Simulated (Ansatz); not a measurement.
The parent structure is Rh in the fcc (Cu type) structure (space group Fm-3m, No. 225; a = 3.830 Å).

Method: Ansatz (a program for electronic structure) PBE, no spin-orbit coupling.

Base values:

| Property | Value |
|---|---|
| Volume per atom | 14.05 Å³ |

Now apply this change: a hydrostatic pressure of 2.1 GPa.

Problem. Estimate the effect on the volume per atom.

Solution. The volume per atom decreases by 0.112 Å³ (14.05 Å³ → 13.93 Å³).

Load acts through the strain it causes; cell and atoms are relaxed under it. Whether these cells are dynamically stable was not tested. All final runs are without spin polarisation.
